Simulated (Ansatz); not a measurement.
Consider the following.

```
CELL_PARAMETERS angstrom
      3.77256     0.00000     0.00000
      0.00000     3.77256     0.00000
      1.88628    -1.88628     2.72630
ATOMIC_POSITIONS crystal
  Zn 0.00000 0.00000 0.00000
  S  0.75000 0.75000 0.50000
```

No spin polarisation.

Calculations: r2SCAN (Ansatz, an electronic-structure program; PAW; 500 eV plane waves; without spin-orbit coupling). Γ-centred 11×11×11 mesh, Fermi–Dirac width 0.05 eV.

**Question.** What is the computed electron mass?

**Answer.** 0.19 mₑ (at Γ).

**Question.** What gap character does the calculation give?

**Answer.** Direct at Γ.

**Question.** What band gap does the calculation give?

**Answer.** 2.71 eV.

The cells carry an imposed strain or load. Masses are band curvatures over ±0.01 Å⁻¹ around the edge. Stability against distortions was not tested. The cell was made from ZnS in the zinc blende structure (space group F-43m, No. 216) by this change: biaxial strain −1.00 %, plane normal [001], relaxed out of plane.
